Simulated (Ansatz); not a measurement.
For cubic perovskite SrVO3, PBE (Ansatz, a program for electronic structure, plane waves, PAW) gives:

| Item | Value |
|---|---|
| lattice parameter a | 3.858 Å |
| bulk modulus B0 | 181 GPa |

### Question
What does r²SCAN in Ansatz (plane waves, PAW) give for the same quantities?

### Answer

- lattice constant a: 3.828 Å (shrinks by 0.8 %)
- bulk modulus: 202 GPa (increases by 12 %)

For comparison: lattice constant a 3.842 Å (measured, temperature not stated, not corrected to a static lattice; as tabulated in Marks et al. (2021), arXiv:2103.05797).

Changes are worked out from the printed values.

Unless a cell is named, each level is at its own relaxed cell (PBE 11.48, r²SCAN 11.22 Å³/atom).

The crystal itself was run without spin with PBE, r²SCAN.

Caveats: the relaxation could not lower the start's symmetry, so the cell can be a saddle point above a distorted one (PBE, r²SCAN). Ansatz's density-functional and Hartree–Fock values are scalar-relativistic unless marked +SOC, with PAW data made under PBE.
